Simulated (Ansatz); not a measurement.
Take CrPdO2 (space group R-3m, No. 166; a = 2.916 Å, c = 17.949 Å (hexagonal axes); ferromagnetic; a model cell, its experimental status unchecked; relaxed with 0.1 eV smearing) as the base.

Calculations: PBEsol/PAW in Ansatz (a quantum-chemistry and plane-wave program), no spin-orbit coupling.

Before the change:

- Pressure: 0.0 GPa
- Largest site moment: 2.24 μB

It is then changed as follows: the cell is scaled by 1.0224 in all directions; the atoms relax in the strained cell.

**Question.** What does the calculation give for the largest internal atomic displacement after the change?

**Answer.** The largest internal atomic displacement amounts to 0.013 Å.

**Question.** What happens to the pressure?

**Answer.** The pressure (mean of the normal stresses, compression positive) goes from zero to -11.7 GPa.

**Question.** What does the calculation give for the energy relative to the base after the change?

**Answer.** The energy increases by 29 meV/atom.

**Question.** Predict the new largest site moment.

**Answer.** The largest site moment increases by 0.06 μB (2.24 μB → 2.30 μB).

No phonon test of stability was made. No Hubbard U is applied and the magnetic state is the run's own (CrPdO2 ferromagnetic); other magnetic orders, which need larger cells, were not tried and can change the gap.
